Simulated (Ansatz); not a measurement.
Base system: InAgTe₂ in the chalcopyrite structure (space group I-42d, No. 122).

```
CELL_PARAMETERS angstrom
     -3.17677     3.17677     6.31871
      3.17677    -3.17677     6.31871
      3.17677     3.17677    -6.31871
ATOMIC_POSITIONS crystal
  In 0.50000 0.50000 0.00000
  In 0.25000 0.75000 0.50000
  Te 0.37500 0.36482 0.48982
  Te 0.63518 0.12500 0.01018
  Te 0.87500 0.88518 0.51018
  Te 0.11482 0.62500 0.98982
  Ag 0.00000 0.00000 0.00000
  Ag 0.75000 0.25000 0.50000
```

Method: plane-wave PAW DFT at the LDA level (Ansatz, a program for electronic structure, 420 eV), scalar-relativistic without spin-orbit coupling.

For the base:

```
Item       Result
--------  -------
Pressure  0.0 GPa
Band gap     zero
```

Now apply this change: the cell is scaled by 1.0075 in all directions; the atoms relax in the strained cell.

What does the calculation give for the pressure after the change?

The pressure (mean of the normal stresses, compression positive) goes from zero to -1.1 GPa.

Predict the new energy relative to the base.

The energy rises by 2.5 meV/atom.

How does this affect the band gap?

The band gap remains zero.

Spin-orbit coupling, missing from the scalar runs, can matter with Te. Whether these cells are dynamically stable was not tested. All final runs are without spin polarisation. Gaps under 0.05 eV, about the width of the smearing, are given as zero. A zero or small gap of InAgTe2 can be the functional's error rather than a property of the material.
